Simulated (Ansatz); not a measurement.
A defect in bcc Mo moves over a barrier of 0.38 eV by a hop of 1.19 Å along (-0.27, 0.27, 0.00) of the unit cell (36 sites, 3×3×5 shifted). Method: PBE, PAW (plane waves to 420 eV; Ansatz, a quantum-chemistry and plane-wave program).

Each figure is the lowest single hop between equivalent sites among the routes that converged and passed our checks, counted from the lowest site run. It need not be the barrier to long-range diffusion, and untried routes may lie lower. Climbing-image NEB, static nuclei, fixed cells, no finite-size correction; on the finer meshes named, energies are single points at the band's geometries. Saddle orders were checked for a part of the study's bands only and are not shown.

Question: Which of these computed defects is it?
A. interstitial P, charge 0
B. interstitial N, charge 0
C. interstitial F, charge 0
D. interstitial C, charge 0

Answer: C, interstitial F, charge 0. The others have 1.26 eV (interstitial C, charge 0), 0.66 eV (interstitial N, charge 0), 0.82 eV (interstitial P, charge 0).
